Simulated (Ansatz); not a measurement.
A self-consistent single point of a (001) slab of CoSn (cut from a parent of space group no. 191; 12 atoms in the cell) with Ansatz (a quantum-chemistry and plane-wave program).

Method of the run: LDA (PW92), default PAW files made with PBE (plane waves; Ansatz).

```xyz
12
Lattice="5.2198 0.0000 0.0000 -2.6099 4.5205 0.0000 0.0000 0.0000 20.2500" Properties=species:S:1:pos:R:3 pbc="T T T"
Co    -1.3050     2.2602     9.0834
Co     2.6099     0.0000     9.0834
Co     1.3050     2.2602     9.0834
Sn     2.6099     1.5068     7.0000
Sn     0.0000     3.0137     7.0000
Sn     0.0000     0.0000     9.0834
Co    -1.3050     2.2602    13.2500
Co     2.6099     0.0000    13.2500
Co     1.3050     2.2602    13.2500
Sn     2.6099     1.5068    11.1667
Sn     0.0000     3.0137    11.1667
Sn     0.0000     0.0000    13.2500
```

Reference input (self-consistent single point, DFT, LDA (PW92), plane waves, default PAW files made with PBE): basis.ecutwfc = 30.9 Ry; kpoints.mp_grid.grid = 4 4 1; hamiltonian.xc = lda; hamiltonian.pseudopotentials = {kind: paw} (the program's default PAW files); scf.occupations.method = gaussian; scf.occupations.width = 0.0073 Ry. This run's input differs from it in these lines:

Ansatz 0.2 input:
```diff
@@ -22,3 +22,3 @@
 kpoints:
-  mp_grid: { grid: [4, 4, 1] }
+  mp_grid: { grid: [7, 7, 1] }
 hamiltonian:
```

Output, abridged:

```
SCF iter   1: F=—  HF=-65651.157716 eV  |F-HF|=—  |Δ(HF+E_count)|=         —  Δρ=9.35e-3  dr2=7.52e-1  ethr=1.77e-3  ⟨swp⟩=7.8  Hψ=3843  notcnv=0  defer=15
all-band conjugate gradients solve this SCF's bands
preconditioner: auto → LDOS
SCF iter   2: F=—  HF=-65651.122963 eV  |F-HF|=—  |Δ(HF+E_count)|=   3.48e-2  Δρ=6.25e-3  dr2=1.02e-1  ethr=4.04e-4  ⟨swp⟩=2.0  Hψ=1615  notcnv=0  defer=79
   [... lines left out ...]
SCF iter   8: F=—  HF=-65651.088124 eV  |F-HF|=—  |Δ(HF+E_count)|=   1.62e-4  Δρ=5.73e-5  dr2=1.02e-5  ethr=6.45e-8  ⟨swp⟩=2.1  Hψ=1256  notcnv=0  defer=79
SCF iter   9: F=—  HF=-65651.088540 eV  |F-HF|=—  |Δ(HF+E_count)|=   4.16e-4  Δρ=1.51e-5  dr2=1.13e-6  ethr=5.49e-9  ⟨swp⟩=1.8  Hψ=902  notcnv=0  defer=78
SCF iter  10: F=—  HF=-65651.088542 eV  |F-HF|=—  |Δ(HF+E_count)|=   1.06e-6  Δρ=9.95e-6  dr2=3.64e-7  ethr=6.08e-10  ⟨swp⟩=2.0  Hψ=1242  notcnv=0  defer=78
SCF iter  11: F=-65651.088542 eV  HF=-65651.088542 eV  |F-HF|=3.19e-8  |Δ(HF+E_count)|=   4.18e-7  Δρ=5.31e-6  dr2=8.69e-8  ethr=5.38e-11  ⟨swp⟩=13.8  Hψ=4715  notcnv=0
SCF 1 converged in 11 iterations: F = -65651.088542 eV  dr2 = 8.69e-8
Free energy (F): -65651.088542 eV
Internal energy: -65650.972877 eV  (E = F + TS)
E sigma→0 (E₀):  -65651.030710 eV
Entropy (-TS):   -0.115665 eV (-9.639 meV/atom)
Fermi energy:    3.293299 eV
--- Forces (eV/Å), atoms counted from 1 ---
  atom   1  Co     0.00000000     0.00000000     0.38874479
  atom   2  Co    -0.00000000    -0.00000000     0.38874479
  atom   3  Co    -0.00000000     0.00000000     0.38874479
  atom   4  Sn     0.00000000    -0.00000000    -0.17414913
  atom   5  Sn    -0.00000000     0.00000000    -0.17414913
  atom   6  Sn     0.00000000     0.00000000    -0.12649777
  atom   7  Co     0.00000000    -0.00000000    -0.78830469
  atom   8  Co     0.00000000    -0.00000000    -0.78830469
   [... lines left out ...]
  atom  12  Sn     0.00000000    -0.00000000     0.99568955
--- Stress (GPa, compression-positive) ---
       -4.206461      -0.000000      -0.000000
       -0.000000      -4.206461       0.000000
        0.000000      -0.000000      -1.196664
  P = ⅓ Tr σ = -3.2032 GPa (-32.032 kbar)
  The stress holds the Pulay correction. Without it, at fixed plane waves, as pw.x and ABINIT print it: P = -3.2536 GPa
```

The run converged in 11 iterations. Against the reference run the free energy drops by 1.5 meV/atom and the largest force goes from 1.012 to 0.996 eV/Å.

The starting cell comes from a database of computed structures (which also holds hypothetical and non-ambient phases and stackings), without a prior relaxation at this level. The slab is cut from that crystal, and its faces are unrelaxed. Its lattice was rescaled by up to half a per cent. Spin polarisation is off. The two faces of this cut differ, and no dipole correction was used.

Cost on one core of a shared machine: roughly 50 s.
